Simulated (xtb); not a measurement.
xtb 6.7.1, GFN2-xTB: octafluoropropane triplet (FC(F)(F)C(F)(F)C(F)(F)F), charge 0, multiplicity 3, 11 atoms. The geometry is a generated start, not checked to be a minimum at this level.

```json
{
  "run_flags": "--grad",
  "method": "GFN2-xTB",
  "--acc": "1 (default)",
  "--etemp (K)": "300 (default)",
  "basis_functions": "44",
  "valence_electrons": "68"
}
```

```xyz
11

F      1.1072     1.1904    -1.1774
C      1.2706     0.3102    -0.1966
F      1.4770     0.9791     0.9322
F      2.3545    -0.4059    -0.4591
C      0.0232    -0.6177    -0.0713
F      0.2443    -1.5180     0.9010
F     -0.1381    -1.2915    -1.2217
C     -1.2886     0.1636     0.2508
F     -1.5496     1.0589    -0.6952
F     -2.3155    -0.6707     0.3265
F     -1.1850     0.8016     1.4107
```

Charge 0 and multiplicity 3 are set for this test and not shown to be the ground state. GFN-xTB has no spin term: --uhf 2 sets the occupations alone.

One run each on 1 thread. Values of broydamp tried: 0.02, 0.05, 0.1, 0.2, 0.4 (default), 0.6, 0.8, 1.

Question: Which value of broydamp needs the fewest SCC iterations, and what happens away from it?

Answer: Fewest SCC iterations, within one of each other: 0.2 with 12, 0.4 (default) with 11. The count rises to 18 at 0.02. All converge to one solution.

```json
[
 {"broydamp": "0.02", "SCC iterations": "18", "end": "same solution"},
 {"broydamp": "0.05", "SCC iterations": "17", "end": "same solution"},
 {"broydamp": "0.1", "SCC iterations": "14", "end": "same solution"},
 {"broydamp": "0.2", "SCC iterations": "12", "end": "same solution"},
 {"broydamp": "0.4 (default)", "SCC iterations": "11", "end": "same solution"},
 {"broydamp": "0.6", "SCC iterations": "14", "end": "same solution"},
 {"broydamp": "0.8", "SCC iterations": "14", "end": "same solution"},
 {"broydamp": "1", "SCC iterations": "16", "end": "same solution"}
]
```
